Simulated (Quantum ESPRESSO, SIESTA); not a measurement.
Pressure against volume in hcp Y (space group 194) (SIESTA, LDA)

```xyz
2
Lattice="3.4359 0.0000 0.0000 -1.7179 2.9756 0.0000 0.0000 0.0000 5.3939" Properties=species:S:1:pos:R:3 pbc="T T T"
Y      1.7179     0.9919     4.0454
Y      0.0000     1.9837     1.3485
```

Computed with LDA PW92, numerical atomic orbitals DZP, PseudoDojo LDA standard norm-conserving potentials (rewritten from UPF to PSML) (SIESTA). Settings: XC.functional = LDA; XC.authors = PW92; potentials = PseudoDojo LDA standard; PAO.BasisSize = DZP; PAO.EnergyShift = 0.01 Ry; MeshCutoff = 455 Ry; kgrid.MonkhorstPack = 22 22 12; OccupationFunction = FD; ElectronicTemperature = 50 meV; MaxSCFIterations = 150; SCF.Mixer.Method = Broyden; SCF.Mixer.Weight = 0.2; SCF.Mixer.History = 8; SCF.DM.Tolerance = 1.0E-05. The cell above is the first row's. The rows scale it uniformly. In all rows fractional positions and the k mesh are held.

| V (Å^3/atom) | P (GPa) |
|---|---|
| 27.5727 | ? |
| 28.1721 | 1.58 |
| 28.7715 | 0.43 |
| 29.3709 | -0.60 |
| 29.9703 | -1.51 |
| 30.5697 | -2.35 |
| 31.1691 | -3.10 |
| 31.7685 | -3.79 |
| 32.3679 | -4.43 |

Taking a cubic for P over the 8 complete rows: With u = V - 30.3, the rows have u = -2.1279, -1.5285, -0.9291, -0.3297, 0.2697, 0.8691, 1.4685, 2.0679. Least squares gives P = -1.984 - 1.3762·u + 0.11646·u² - 0.01114·u³. Residuals (row less fit): 0.001, -0.001, -0.004, 0.007, -0.003, -0.001, -0.001, 0.000; standard error 0.005 (degrees of freedom: 4). The fitted pressure is zero at V0 = 29.02, where dP/dV = -1.731, so B0 = -V0·dP/dV = 50.2 GPa.

Task: Estimate the missing P (V = 27.5727); what did the run itself give?

Result: u = -2.7273, so P = -1.984 - 1.3762 × (-2.7273) + 0.11646 × (-2.7273)² - 0.01114 × (-2.7273)³ = 2.862 GPa. The calculation gives 2.87 GPa, 0.008 GPa above the prediction (0.1 % of the range of P in the table). The row lies outside the fitted rows, so this is an extrapolation. From the scatter of the fitted rows alone, a prediction at this place has a standard error of 0.012 GPa, so the miss is 0.7 times that.

Carrying the step between the two nearest rows on in a straight line would have given 2.73, off by 0.14; series whose last step already gives the withheld value aren't shown. The reference cell has the volume at which an earlier scan in this program and functional put its minimum by a fit (its basis settings may differ); axis ratios and inner coordinates come from a measured-size cell. The runs keep the symmetry of the cell, so they don't test it for distortions. A plane-wave scan with the same functional (Quantum ESPRESSO, GBRV) gives V0 = 29.93 Å^3/atom and B0 = 44.5 GPa; a Birch-Murnaghan fit to all rows here lies -3.0 % from it in V0 and 13 % in B0; the two differ in basis, and may differ in potentials and mesh. Values carry the incompleteness of an atom-centred basis. The shape of the cell and the inner coordinates aren't relaxed, so V0 and B0 belong to this uniform scaling; a relaxed crystal lies no higher in energy and is usually softer. Cutoffs and mesh are single choices, not tested for convergence of this quantity. Series with a scatter that would blur these digits, or in which a gap closes, are not shown.
